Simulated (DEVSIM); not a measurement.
System: Cr/SiO2/p-GaSb capacitor, at 300 K.

```csv
layer (left to right),material,thickness (nm),Na (cm⁻³)
1,SiO2,11.0,-
2,GaSb,460,1.7e18
```

Metal gate on the left, work function 4.5 eV. Fixed charge at the semiconductor interface 0 cm⁻² (in units of +e); no interface traps.

Constants are typed, rounded textbook-type inputs, not results; the design itself was drawn at random and stands for no fabricated device. Values at 300 K; Nc and Nv go as T^1.5, mobilities as T to minus their exponent, the gap by Varshni's rule with the affinity fixed.

```
parameter         SiO2     GaSb
----------------  ----  -------
gap (eV)             9    0.726
affinity (eV)      0.9     4.06
permittivity       3.9     15.7
Nc (cm⁻³)            -   2.1e17
Nv (cm⁻³)            -   1.8e19
Varshni α (eV/K)     -  0.00042
Varshni β (K)        -      140
```

Simulated with DEVSIM: 1D Poisson equation in equilibrium, Boltzmann statistics, complete ionisation; no quantum confinement or tunnelling. Metal contacts follow the ideal Schottky-Mott rule: no Fermi-level pinning, no interface dipoles.

Base results: minimum of the low-frequency capacitance (μF/cm²) 0.204; flat-band voltage (V) -0.22; capacitance of the dielectric stack (μF/cm²) 0.314.

**Question.** What follows from this one change: substrate doping 1.7e+18 → 3.4e+17 cm^-3?

**Answer.** minimum of the low-frequency capacitance 0.204 → 0.148 μF/cm²; flat-band voltage -0.22 → -0.18 V; capacitance of the dielectric stack little changed (0.314 μF/cm²).

**Question.** What follows from this one change: temperature 300 → 400 K?

**Answer.** minimum of the low-frequency capacitance 0.204 → 0.211 μF/cm²; flat-band voltage -0.22 → -0.15 V; capacitance of the dielectric stack little changed (0.314 μF/cm²).

**Question.** What follows from this one change: gate work function 4.5 → 4.65 eV?

**Answer.** minimum of the low-frequency capacitance little changed (0.204 μF/cm²); flat-band voltage -0.22 → -0.07 V; capacitance of the dielectric stack little changed (0.314 μF/cm²).

**Question.** What follows from this one change: SiO2 thickness 0.011 → 0.0077 μm?

**Answer.** minimum of the low-frequency capacitance 0.204 → 0.254 μF/cm²; flat-band voltage little changed (-0.22 V); capacitance of the dielectric stack 0.314 → 0.448 μF/cm².

**Question.** What follows from this one change: interface trap density 0 → 2e+12 cm^-2 eV^-1?

**Answer.** minimum of the low-frequency capacitance 0.204 → 0.233 μF/cm²; flat-band voltage -0.22 → -0.38 V; capacitance of the dielectric stack little changed (0.314 μF/cm²).

**Question.** What follows from this one change: fixed charge 0 → -1.83e+12 cm^-2?

**Answer.** minimum of the low-frequency capacitance little changed (0.204 μF/cm²); flat-band voltage -0.22 → 0.71 V; capacitance of the dielectric stack little changed (0.314 μF/cm²).
